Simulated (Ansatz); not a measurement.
The starting structures come from a database of crystals and need not be the phases stable at ambient conditions.

Consider the following.

```
CELL_PARAMETERS angstrom
      5.76218     0.00000     0.00000
      0.00000     7.99590     0.00000
      0.00000     0.00000     5.46845
ATOMIC_POSITIONS crystal
  Y  0.06258 0.25000 0.98035
  Y  0.93742 0.75000 0.01965
  Y  0.43742 0.75000 0.48035
  Y  0.56258 0.25000 0.51965
  Sc 0.00000 0.00000 0.50000
  Sc 0.50000 0.00000 0.00000
  Sc 0.50000 0.50000 0.00000
  Sc 0.00000 0.50000 0.50000
  O  0.05622 0.75000 0.62895
  O  0.94378 0.25000 0.37105
  O  0.44378 0.25000 0.12895
  O  0.55622 0.75000 0.87105
  O  0.19185 0.56603 0.19008
  O  0.80815 0.43397 0.80992
  O  0.30815 0.43397 0.69008
  O  0.69185 0.56603 0.30992
  O  0.69185 0.93397 0.30992
  O  0.30815 0.06603 0.69008
  O  0.80815 0.06603 0.80992
  O  0.19185 0.93397 0.19008
```

Space group of this cell: Pnma. The cell is taken as given; by r2SCAN its mean pressure is -4.9 GPa.

Transport runs along the normal of the first two printed cell vectors.

The gap is the functional's own. No spin-orbit coupling. Mid-gap values are interpolated on the energy grid.

**Question.** Give the band gap and the smallest decay constant κ at mid-gap that Ansatz (an electronic-structure program) with r2SCAN yields.

**Answer.** Gap 4.99 eV on a 6×4×6 mesh; κ = 0.399 1/Å, at the zone centre.
